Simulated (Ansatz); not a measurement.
Consider a periodic stack without vacuum, rock-salt TiC (1 1 0) on tetragonal HfO2 (1 0 0), 1 Al on Ti sites at each interface (film strained to the substrate, started from cuts of the bulks and a machine-learned relaxation): substrate slab Hf16O32, film C18Ti16Al2, surface cells [[0, -1], [2, 0]] and [[1, -1], [1, 2]], film strained by -3.9 and -0.8 %, outermost planes HfO/HfO and CTi/CTi as cut, which need not be the usual terminations and can put a slab off its formula. Its start:

```xyz
84
Lattice="5.2641 0.0000 -0.0460 0.0000 7.2087 -0.0972 -0.6656 0.5497 25.1082" Properties=species:S:1:pos:R:3 pbc="T T T"
Hf     3.1087     1.4185     1.2158
Hf     2.4560     4.9637     0.9272
Hf     0.1453     6.6653     2.5863
Hf     0.1408     3.3102     2.6996
O      4.0696     6.3802     0.8006
O      3.6487     3.4398     1.4748
O      1.6796     6.9675     1.2902
O      0.9058     3.5148     0.7428
O      4.6611     1.3301     2.4335
O      4.3453     5.0954     3.3190
O      1.9338     1.9920     2.8000
O      1.5684     4.9223     2.8844
Hf     2.3184     1.7096     4.7913
Hf     2.6807     5.4842     4.6142
Hf    -0.0530     7.1659     6.2463
Hf    -0.3718     3.6465     6.4531
O      3.6781     7.3275     4.5753
O      3.1560     3.4956     5.1286
O      1.0762     7.0844     4.3814
O      0.4767     2.8548     4.7352
O      4.2170     1.6688     6.8502
O      3.8629     5.5568     6.4157
O      1.6460     1.1508     6.6478
O      1.2148     5.2592     6.1766
Hf     2.6253     1.9155     8.3257
Hf     2.2692     5.4003     8.0402
Hf    -0.3934     7.2281     9.9713
Hf     0.0210     3.6368     9.9754
O      3.1360     7.1169     8.6866
O      3.6295     3.7716     8.2007
O      0.4808     6.6368     8.2508
O      0.9665     3.4027     8.0468
O      4.0437     1.9440     9.9525
O      4.2146     5.2869    10.4429
O      1.3151     1.7682    10.0710
O      1.7401     4.8360     9.9086
Hf     2.2697     1.7788    11.8728
Hf     2.5330     5.2313    11.7924
Hf    -0.2224     7.1181    13.2853
Hf    -0.2618     3.5919    13.8359
O      3.5820     7.4005    11.7498
O      3.4811     3.2997    12.2693
O      0.9798     6.8166    11.6334
O      0.8989     3.8060    12.0027
O      3.9713     1.5641    14.2351
O      3.8769     5.4260    13.3353
O      0.9767     1.6669    13.3274
O      0.9865     5.5638    14.1504
C      0.7245     2.6091    16.0341
C      4.2247     4.6718    15.9772
C      2.4768     7.2417    16.1222
C      3.3764     2.4428    17.6520
C      1.6120     4.8768    17.6320
C     -0.1346     7.2568    17.5218
C      2.5094     7.2878    19.1425
C      0.7497     2.4792    19.2394
C      4.2686     4.8934    19.1824
C     -0.1105     7.3192    20.7267
C      3.3879     2.5323    20.7841
C      1.6631     4.8868    20.7537
C      4.3092     4.9158    22.3899
C      2.5524     7.3286    22.2488
C      0.7662     2.5683    22.3978
C      1.7025     5.0460    23.8957
C     -0.0515     7.3562    23.7168
C      3.3587     2.4610    24.0848
Ti     1.5845     1.2669    17.5668
Ti    -0.1381     3.6602    17.6402
Ti     3.3977     6.0495    17.4959
Al     2.4815     3.6370    16.2598
Ti     0.7655     5.9383    16.0524
Ti     4.2060     1.3047    16.1124
Ti     3.4152     6.1119    20.7017
Ti     1.6358     1.3039    20.7460
Ti    -0.1106     3.7109    20.7978
Ti     4.2494     1.2700    19.2052
Ti     2.5112     3.6881    19.2350
Ti     0.7683     6.0981    19.1653
Al    -0.1023     3.7408    23.9910
Ti     3.5510     6.2781    23.7844
Ti     1.5928     1.2886    23.6959
Ti     0.7911     6.0693    22.3053
Ti     4.2636     1.3967    22.3558
Ti     2.5565     3.7603    22.4954
```

The start was prepared with a machine-learned potential, and the result is one local minimum, with the in-plane cell held and forces under 0.04 eV/Å; the film can end far from its bulk form.

Method: PBE (plane waves to 420 eV, PAW; Ansatz, a quantum-chemistry and plane-wave program). Scalar-relativistic, without spin–orbit coupling; the runs are not spin-polarised; PBE gaps are too small against experiment. Its k-point mesh 5×4×1, Fermi–Dirac width 0.05 eV.

Task: Predict the relaxed interface.

Result: The interface area comes out as 38.0 Å² and the period is 25.67 Å. The gaps between the outermost planes at the two interfaces comes out as 1.22 and 1.67 Å and the Hf–Ti contacts across the interfaces within 1.22 times the sum of covalent radii is 8, mean 3.51 Å. The C–Hf contacts across the interfaces within 1.22 times the sum of covalent radii is 4, mean 2.39 Å, the O–Ti contacts across the interfaces within 1.22 times the sum of covalent radii comes out as 3, mean 2.02 Å and the Al–Hf contacts across the interfaces within 1.22 times the sum of covalent radii is 2, mean 3.46 Å.
